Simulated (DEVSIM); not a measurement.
## abrupt InP p-n junction

System: abrupt InP p-n junction, at 300 K.

```
layer (left to right)  material  thickness (μm)  Nd (cm⁻³)  Na (cm⁻³)  τn (s)  τp (s)
---------------------  --------  --------------  ---------  ---------  ------  ------
1                           InP           0.530          -     3.3e18  2.1e-8  2.1e-8
2                           InP             280     1.3e14          -  2.1e-8  2.1e-8
```

Left contact: ohmic. Right contact: ohmic. Voltage is applied to the left contact. Recombination: SRH at mid-gap, Auger. Mobility is μmin + (μ − μmin)/(1 + (N/Nref)^α).

The device is made up for the run: typed textbook-type constants, with dimensions and the other settings drawn at random. Values at 300 K.

```tsv
parameter	InP
gap (eV)	1.344
affinity (eV)	4.38
permittivity	12.5
Nc (cm⁻³)	5.7e17
Nv (cm⁻³)	1.1e19
μn (cm²/Vs)	5200
μp (cm²/Vs)	170
μn,min	400
μp,min	10
Nref,n	3e17
Nref,p	4.9e17
αn	0.47
αp	0.62
Cn (cm⁶/s)	9e-31
Cp (cm⁶/s)	9e-31
```

Simulated with DEVSIM: 1D drift-diffusion, Boltzmann statistics, complete ionisation; no tunnelling, impact ionisation, image-force lowering or self-heating.

| Property | Value |
|---|---|
| Potential step across the device at zero bias | 1.096 V |
| Largest field in the device at zero bias | 95000 V/cm |
| Dark forward voltage at 1 A/cm² | 1.158 V |

Small-signal capacitance in reverse bias (quasi-static):

```json
[
 {"V (V)": "-0.2", "C (nF/cm²)": "3.25"},
 {"V (V)": "-0.5", "C (nF/cm²)": "2.87"},
 {"V (V)": "-1", "C (nF/cm²)": "2.46"},
 {"V (V)": "-1.5", "C (nF/cm²)": "2.19"},
 {"V (V)": "-2", "C (nF/cm²)": "1.99"},
 {"V (V)": "-3", "C (nF/cm²)": "1.71"},
 {"V (V)": "-4", "C (nF/cm²)": "1.53"},
 {"V (V)": "-5", "C (nF/cm²)": "1.39"},
 {"V (V)": "-6.5", "C (nF/cm²)": "1.24"},
 {"V (V)": "-8", "C (nF/cm²)": "1.14"},
 {"V (V)": "-10", "C (nF/cm²)": "1.03"}
]
```

Dark reverse current:

| V (V) | J (A/cm²) |
|---|---|
| -0.20 | -2.7e-9 |
| -0.50 | -5.5e-9 |
| -1.00 | -9.2e-9 |
| -1.50 | -1.2e-8 |
| -2.00 | -1.5e-8 |
| -3.00 | -2.0e-8 |
| -4.00 | -2.4e-8 |
| -5.00 | -2.7e-8 |
| -6.50 | -3.2e-8 |
| -8.00 | -3.7e-8 |
| -10.00 | -4.2e-8 |
